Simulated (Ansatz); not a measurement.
**SnTe, response to strain**

The reference is SnTe in the rock salt structure (space group Fm-3m, No. 225; a = 6.3712 Å).

Strains are applied to the cell and any free atomic positions relax.

Level of theory: r2SCAN (Ansatz, a program for electronic structure), scalar-relativistic without spin-orbit coupling, earlier PAW set.

Notes on the quantities. energy relative to the base: free energy F.

```csv
isotropic strain (%),energy relative to the base (meV/atom)
-1.05,4.6
0,0.0
0.17,?
1.05,4.3
5.85,113.1
```

Fit ΔE = Aε² + Bε³ (ε in %) to the rows shown and predict the withheld row.

Least squares on the printed values gives A = 4.04 and B = -0.13 meV/atom (largest residual 0.0 meV/atom); this predicts 0.1 meV/atom, and the run gives 0.1 meV/atom, in agreement.

No phonon test of stability was made. The final runs are not spin-polarised.
